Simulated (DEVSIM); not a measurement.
Device: Co/AlN/n-Ge capacitor, at 400 K.

```
layer (left to right)  material  thickness (nm)  Nd (cm⁻³)
---------------------  --------  --------------  ---------
1                           AlN            17.0          -
2                            Ge            8700     4.7e15
```

Metal gate on the left, work function 5 eV. Fixed charge at the semiconductor interface -1.7e10 cm⁻² (in units of +e); no interface traps.

Constants are typed, rounded textbook-type inputs, not results; the design itself was drawn at random and stands for no fabricated device. Values at 300 K; Nc and Nv go as T^1.5, mobilities as T to minus their exponent, the gap by Varshni's rule with the affinity fixed.

```csv
parameter,AlN,Ge
gap (eV),6.1,0.664
affinity (eV),1.9,4
permittivity,8.5,16
Nc (cm⁻³),-,1.04e19
Nv (cm⁻³),-,6e18
Varshni α (eV/K),-,0.000477
Varshni β (K),-,235
```

Simulated with DEVSIM: 1D Poisson equation in equilibrium, Boltzmann statistics, complete ionisation; no quantum confinement or tunnelling. Metal contacts follow the ideal Schottky-Mott rule: no Fermi-level pinning, no interface dipoles.

The AlN thickness was swept, all else fixed.

```tsv
AlN thickness (μm)	minimum of the low-frequency capacitance (μF/cm²)	capacitance of the dielectric stack (μF/cm²)	threshold voltage (band bending 2φF) (V)
0.0068	0.128	1.11	0.62
0.0094	0.122	0.801	0.62
0.012	0.117	0.627	0.62
0.014	0.114	0.538	0.61
0.017	0.109	0.443	0.61
0.02	0.104	0.376	0.61
```

From the first row to the last the minimum of the low-frequency capacitance goes from 0.128 to 0.104. From the first row to the last the capacitance of the dielectric stack goes from 1.11 to 0.376.
